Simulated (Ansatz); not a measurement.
**H2O on the 1x1 (10-10) surface of wurtzite ZnO (cut with top plane O + Zn), one in a 2x1 cell, started at the site 'hollow O'**

Host crystal: wurtzite ZnO, with a band gap (PBE, scalar-relativistic without spin-orbit coupling).

Computed with PBE (plane waves to 420 eV, PAW; Ansatz, an electronic-structure program).

Set-up: 35 atoms, 9.4 Å thick at the start under the adsorbate (thin: gaps and levels are the slab's own); mesh 3x4x1; 0.01 eV smearing; dipole correction on; 16 atoms held, the rest relaxed; no symmetry held; no spin, no spin-orbit, no U, no dispersion correction. At the end it is bonded to Zn. In PBE this state lies 0.40 eV over the lowest of the starts that converged ('top Zn #2').

```
Property                                                                                                                                          Value
--------------------------------------------------------------------------------------  ---------------------------------------------------------------
adsorption energy against H2O(g)                                                                                                               -555 meV
change of the step from the bottom to the top vacuum level, against the clean slab                                                             -0.74 eV
energy released by relaxation                                                                                                                   4.02 eV
height of the binding atom over the mean of the host atoms within 0.3 Å of the top one                                                          2.063 Å
nearest host atoms of the binding atom                                                                           Zn at 2.22 Å, O at 2.59 Å, O at 3.52 Å
largest move of a host atom                                                                                                                      0.18 Å
note                                                                                    in the relaxation the adsorbate left its starting site by 1.3 Å
cost                                                                                                                            roughly 19 core-minutes
```

A negative adsorption energy means that the adsorbate is more stable on the surface than in its reference.
